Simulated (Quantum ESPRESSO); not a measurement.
Quantum ESPRESSO is run on ScPb₃ (P6_3/mmc, 8 atoms in the cell), and the run fails. The aim is a self-consistent single point with DFT, PBEsol, plane waves, PseudoDojo standard norm-conserving (PBESOL) pseudopotentials.

Input as run:

```fortran
&CONTROL
 calculation = 'scf',
 prefix = 'run',
 outdir = './tmp/',
 pseudo_dir = './',
 tprnfor = .true.,
 tstress = .true.,
/
&SYSTEM
 ibrav = 0,
 celldm(1) = 12.425799928,
 nat = 8,
 ntyp = 3,
 ecutwfc = 80,
 occupations = 'smearing',
 smearing = 'gauss',
 degauss = 0.0099958,
/
&ELECTRONS
 conv_thr = 1.0e-11,
 mixing_beta = 0.4,
/
ATOMIC_SPECIES
Sc    44.9559  Sc.upf
Pb   207.2000  Pb.upf
ATOMIC_POSITIONS {crystal}
Sc    0.333333333    0.666666667    0.750000000
Sc    0.666666667    0.333333333    0.250000000
Pb    0.169790000    0.339580000    0.250000000
Pb    0.830210000    0.660420000    0.750000000
Pb    0.830210000    0.169790000    0.750000000
Pb    0.169790000    0.830210000    0.250000000
Pb    0.660420000    0.830210000    0.250000000
Pb    0.339580000    0.169790000    0.750000000
K_POINTS {automatic}
3 3 3  0 0 0
CELL_PARAMETERS {alat}
   1.000000000     0.000000000     0.000000000
  -0.500000000     0.866025404     0.000000000
   0.000000000     0.000000000     0.917083981
```

Output (repeated stretches shortened):

```
     This program is part of the open-source Quantum ESPRESSO suite
     for quantum simulation of materials; please cite

 %%%%%%%%%%%%%%%%%%%%%%%%%%%%%%%%%%%%%%%%%%%%%%%%%%%%%%%%%%%%%%%%%%%%%%%%%%%%%%
     Error in routine  card_atomic_species (5010):
     cannot read atomic specie from: ATOMIC_POSITIONS {crystal}
 %%%%%%%%%%%%%%%%%%%%%%%%%%%%%%%%%%%%%%%%%%%%%%%%%%%%%%%%%%%%%%%%%%%%%%%%%%%%%%

     stopping ...
```

Problem. Read the log: what does the program object to, and what is the fix?

Solution. The fault is a species count that does not match the list of species. The number of species decides how many lines of the species card are read. To fix it, make the count match the list. The program stopped before any SCF iteration.

An input that runs soundly differs in these lines (not the only fix; some lines may just follow from the change or write a value another way):
```diff
- ntyp = 3,
+ ntyp = 2,
```

With that input, the run converged in 13 iterations: free energy E − TS -14023.7874 eV; Fermi level (on the code's own zero) 11.24 eV; pressure -2.87 GPa; largest force (vector length) 0.071 eV/Å (DFT, PBEsol, plane waves, PseudoDojo standard norm-conserving (PBESOL) pseudopotentials).

On the sound input: the starting cell comes from a database of computed structures (which also holds hypothetical and non-ambient phases and stackings), without a prior relaxation at this level. Without a gap this mesh is coarse (it stands for a supercell whose shortest vector is 18 Å).
